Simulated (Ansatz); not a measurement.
In2SeS (model structure, started from the Cd2SeS type, P3m1, No. 156, 4 atoms in the cell), treated with PBEsol+SOC (Ansatz, a first-principles code, plane waves, PAW).

Numerical settings: plane-wave cutoff 520 eV, 18×18×6 k mesh (along the axes of the cell as run), Fermi–Dirac smearing 0.05 eV, PAW data made under PBE.

Cell (relaxed with PBEsol):

Space group P3m1 (No. 156); a = b = 4.0088 Å, c = 9.2223 Å, α = β = 90.00°, γ = 120.00°

```
atom  site  symmetry       x       y       z
----  ----  --------  ------  ------  ------
In      1a       3m.  0.0000  0.0000  0.4493
In      1b       3m.  0.3333  0.6667  0.0248
Se      1b       3m.  0.3333  0.6667  0.5853
S       1a       3m.  0.0000  0.0000  0.1886
```

Predict the band gap and direct gap at Γ.


band gap: 0.37 eV (on the SCF k mesh)
direct gap at Γ: 2.15 eV

Note: the relaxation could raise the start's symmetry but not lower it, so the cell can be a saddle point; the cell has widely spaced layers and the level no dispersion term, so their spacing and the moduli can rest on weak binding.

The computed numbers hold no vibrational or temperature effects.

A model structure was made by putting elements into a prototype or built by hand; it is no filed structure, need not be a known phase, and can be a saddle point held by its symmetry.
